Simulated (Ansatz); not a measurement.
The starting structures come from a database of crystals and need not be the phases stable at ambient conditions.

 Where the default PAW files enter, the runs use the earlier of Ansatz's two default sets.

The decay constant κ of evanescent states in the gap governs leakage through a thin film.

```yaml
crystal:
  lattice:
    - [4.66345, 0.00000, 0.00000]
    - [0.00000, 4.66345, 0.00000]
    - [2.33172, -2.33172, 3.29756]
  atoms:
    - { symbol: Mg, position: [0.25000, 0.25000, 0.50000] }
    - { symbol: Mg, position: [0.75000, 0.75000, 0.50000] }
    - { symbol: H, position: [0.25304, 0.74696, 0.49392] }
    - { symbol: H, position: [0.74696, 0.25304, 0.50608] }
    - { symbol: H, position: [0.74696, 0.74696, 0.00000] }
    - { symbol: H, position: [0.25304, 0.25304, 0.00000] }
    - { symbol: H, position: [0.25304, 0.74696, 0.00000] }
    - { symbol: H, position: [0.74696, 0.25304, 0.00000] }
    - { symbol: Ru, position: [0.00000, 0.00000, 0.00000] }
```

Space group of this cell: Fm-3m. The cell is taken as given.

Transport runs along the normal of the first two printed cell vectors, the (001) plane of the conventional cell.

The gap is the functional's own. No spin-orbit coupling. Mid-gap values are interpolated on the energy grid.

### Question
Give the band gap and the smallest decay constant κ at mid-gap that PBEsol (Ansatz, a first-principles code) yields.

### Answer
Gap 3.01 eV on a 10×10×10 mesh; κ = 0.354 1/Å, at (0.375, 0.000) of the in-plane reciprocal vectors. At the zone centre, at the nearest computed energy, the slowest state has κ = 0.40 1/Å.
